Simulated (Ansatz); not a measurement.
**In2Si2O7 (C2/m, No. 12, 11 atoms in the cell; start COD 8101227)**

These are PBEsol in Ansatz (PAW) values and carry that method's errors.

Settings: plane-wave cutoff 520 eV, 8×8×8 k mesh, Fermi–Dirac smearing 0.01 eV, scalar-relativistic PAW data made under PBE.

Cell (measured lattice):

```cif
data_In2O7Si2
_chemical_formula_sum 'In2 Si2 O7'
_space_group_name_H-M_alt 'P 1'
_space_group_IT_number 1
_cell_length_a 5.42984
_cell_length_b 5.42984
_cell_length_c 4.70700
_cell_angle_alpha 97.853
_cell_angle_beta 97.853
_cell_angle_gamma 104.800
loop_
_space_group_symop_operation_xyz
  'x, y, z'
loop_
_atom_site_label
_atom_site_type_symbol
_atom_site_fract_x
_atom_site_fract_y
_atom_site_fract_z
_atom_site_occupancy
In1 In 0.30770 0.69230 0.00000 1
In2 In 0.69230 0.30770 0.00000 1
Si1 Si 0.77970 0.77970 0.58990 1
Si2 Si 0.22030 0.22030 0.41010 1
O1 O 0.39120 0.07840 0.21830 1
O2 O 0.60880 0.92160 0.78170 1
O3 O 0.92160 0.60880 0.78170 1
O4 O 0.07840 0.39120 0.21830 1
O5 O 0.60980 0.60980 0.28230 1
O6 O 0.39020 0.39020 0.71770 1
O7 O 0.00000 0.00000 0.50000 1
```

```yaml
band_gap: 3.01 eV
```

Note: the file's cell can be that of a phase stable at another temperature; cell and atoms aren't relaxed at this level (largest force component 0.21 eV/Å, pressure 2.6 GPa).

Spin–orbit coupling is not included.

Cost on a shared machine: very roughly 2.6 core-minutes.

Ansatz is a first-principles code.
